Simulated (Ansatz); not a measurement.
An ideal cubic perovskite cell is held by its symmetry; such compounds can tilt or shift off centre at room temperature. Cells marked so need not be the phases stable at ambient conditions, and some may be hypothetical.

 Where the default PAW files enter, the runs use the earlier of Ansatz's two default sets.

No gap correction and no spin-orbit coupling; mid-gap values are interpolated between computed energies.

A. GaBO₃ (R-3c, not sure to be the ambient phase, 10 atoms a cell, 8.6 Å³ an atom), along the normal of (001)
B. BaO (Fm-3m, rock salt, 2 atoms a cell, 21.7 Å³ an atom, -3 GPa at this level), along the normal of (110)
C. RbCl (Fm-3m, rock salt, 2 atoms a cell, 36.2 Å³ an atom), along the normal of (110)
D. CsHgF₃ (Pm-3m, cubic perovskite, not sure to be the ambient phase, 5 atoms a cell, 19.4 Å³ an atom), along the normal of (110)

### Question
Put the candidates in order of mid-gap decay constant of the slowest evanescent state, highest first, for PBEsol (Ansatz, a first-principles code).

### Answer
A (0.43 1/Å), C (0.39 1/Å), B (0.28 1/Å), D (0.14 1/Å)
